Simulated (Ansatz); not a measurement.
Ansatz (an electronic-structure program) run on Mo2Ir (P6_3/mmc, 12 atoms in the cell): self-consistent single point.

Level of theory: PBE (plane waves, PAW; Ansatz).

```
Mo2Ir
1.0
    5.45933     0.00000     0.00000
   -2.72967     4.72792     0.00000
    0.00000     0.00000     8.95360
Ir Mo
4 8
Cartesian
  0.00000   3.15195   0.56282
  2.72967   1.57597   5.03962
  2.72967   1.57597   8.39078
  0.00000   3.15195   3.91398
  0.00000   0.00000   0.00000
  0.00000   0.00000   4.47680
  4.07118   0.80145   2.23840
  1.34151   3.92647   6.71520
  2.72967   3.12501   2.23840
 -1.34151   3.92647   6.71520
  1.38816   0.80145   2.23840
  0.00000   1.60291   6.71520
```

Reference input (self-consistent single point, DFT, PBE, plane waves, default PAW files): basis.ecutwfc = 30.9 Ry; kpoints.mp_grid.grid = 6 6 3; hamiltonian.xc = pbe; hamiltonian.pseudopotentials = {kind: paw} (the program's default PAW files); scf.occupations.method = methfessel_paxton; scf.occupations.width = 0.02 Ry. This run's input differs from it in these lines:

Ansatz 0.2 input:
```diff
@@ -22,3 +22,3 @@
 kpoints:
-  mp_grid: { grid: [6, 6, 3] }
+  mp_grid: { grid: [5, 5, 3] }
 hamiltonian:
@@ -27,3 +27,3 @@
 scf:
-  occupations: { method: methfessel_paxton, width: 0.02 Ry }
+  occupations: { method: methfessel_paxton, width: 0.0022 Ry }
 output:
```

Output (repeated stretches shortened):

```
SCF iter   1: F=—  HF=-87381.496799 eV  |F-HF|=—  |Δ(HF+E_count)|=         —  Δρ=7.73e-3  dr2=1.45e-1  ethr=1.77e-3  ⟨swp⟩=4.6  Hψ=3352  notcnv=0  defer=3
all-band conjugate gradients solve this SCF's bands
preconditioner: auto → Kerker (q_TF=auto, 2.617 Å⁻¹)
SCF iter   2: F=—  HF=-87381.476470 eV  |F-HF|=—  |Δ(HF+E_count)|=   2.03e-2  S|Δr|=    0.00e0  Δρ=3.85e-3  dr2=3.75e-2  ethr=8.03e-5  ⟨swp⟩=2.1  Hψ=1521  notcnv=0  defer=99
SCF iter   3: F=—  HF=-87381.468252 eV  |F-HF|=—  |Δ(HF+E_count)|=   8.22e-3  S|Δr|=    0.00e0  Δρ=6.43e-4  dr2=9.69e-4  ethr=2.08e-5  ⟨swp⟩=2.0  Hψ=1338  notcnv=0  defer=99
SCF iter   4: F=—  HF=-87381.468117 eV  |F-HF|=—  |Δ(HF+E_count)|=   1.36e-4  S|Δr|=    0.00e0  Δρ=1.39e-4  dr2=5.72e-5  ethr=5.38e-7  ⟨swp⟩=2.0  Hψ=1545  notcnv=0  defer=99
SCF iter   5: F=—  HF=-87381.468537 eV  |F-HF|=—  |Δ(HF+E_count)|=   4.20e-4  S|Δr|=    0.00e0  Δρ=3.04e-5  dr2=1.84e-6  ethr=3.18e-8  ⟨swp⟩=2.0  Hψ=1374  notcnv=0  defer=108
SCF iter   6: F=-87381.468537 eV  HF=-87381.468537 eV  |F-HF|=7.99e-9  |Δ(HF+E_count)|=   1.39e-7  S|Δr|=    0.00e0  Δρ=6.61e-6  dr2=8.80e-8  ethr=5.56e-11  ⟨swp⟩=7.3  Hψ=4579  notcnv=0
SCF 1 converged in 6 iterations: F = -87381.468537 eV  dr2 = 8.80e-8
Stability not checked (fill_not_monotonic)
Free energy (F): -87381.468537 eV
Internal energy: -87381.465783 eV  (E = F + TS)
E sigma→0 (E₀):  -87381.467849 eV
Entropy (-TS):   -0.002754 eV (-0.229 meV/atom)
Fermi energy:    16.530786 eV
--- Forces (eV/Å), atoms counted from 1 ---
  atom   1  Ir     0.00000000    -0.00000000     0.09079403
  atom   2  Ir     0.00000000     0.00000000     0.09079403
  atom   3  Ir     0.00000000     0.00000000    -0.09079403
  atom   4  Ir     0.00000000    -0.00000000    -0.09079403
   [... lines left out ...]
  atom  12  Mo     0.00000000    -0.00427544     0.00000000
--- Stress (GPa, compression-positive) ---
      -32.276177       0.000000       0.000000
       -0.000000     -32.276177      -0.000000
        0.000000      -0.000000     -32.237004
  P = ⅓ Tr σ = -32.2631 GPa (-322.631 kbar)
  The stress holds the Pulay correction. Without it, at fixed plane waves, as pw.x and ABINIT print it: P = -32.3004 GPa
```

The run converged in 6 iterations. Against the reference run the free energy falls by 3.5 meV/atom, the pressure hardly changes (-32.28 to -32.26 GPa) and the largest force goes from 0.050 to 0.091 eV/Å.

The starting cell was generated: these elements placed on a structure prototype, without a prior relaxation; it need not be a known phase or ordering of this composition. Spin polarisation is off. With a pressure of about -32 GPa the cell is away from its equilibrium volume at this level. Ansatz's pressure includes its estimate of the finite-basis (Pulay) stress.
